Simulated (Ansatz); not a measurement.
H on the 1x1 (111) surface of fcc Ni, ferromagnetic, one in a 2x2 cell: adsorption energies (eV for each) against ½ H2(g) in Ansatz (plane waves, PAW). Structures relaxed with PBE; the other functionals are single points on them, with slab and gas at the same level. No dispersion, zero-point or thermal terms. Rows are starts at which the adsorbate stayed; left out, since it moved away, changed or didn't bind there, or the run didn't converge: bridge Ni-Ni (span 2.5 Å).

Set-up: 17 atoms, 6.0 Å thick at the start under the adsorbate (thin: gaps and levels are the slab's own); mesh 7x7x1; 0.1 eV smearing; dipole correction on; 8 atoms held, the rest relaxed; each run with such symmetry as its start has; spin-polarised, no spin-orbit, no U, no dispersion correction.

| site | PBE | RPBE |
|---|---|---|
| top Ni | 0.02 | [?] |
| hollow Ni-Ni-Ni over Ni at depth 2.0 Å | -0.55 | [?] |
| hollow Ni-Ni-Ni over Ni at depth 4.0 Å | -0.56 | [?] |

Task: Complete the blanks.

Result: 
- top Ni, RPBE: 0.16
- hollow Ni-Ni-Ni over Ni at depth 2.0 Å, RPBE: -0.37
- hollow Ni-Ni-Ni over Ni at depth 4.0 Å, RPBE: -0.39

RPBE moves the energies by 0.16 eV on average against PBE and the two lowest sites lie within 0.02 eV at one of the levels.

Ansatz is a quantum-chemistry and plane-wave program.
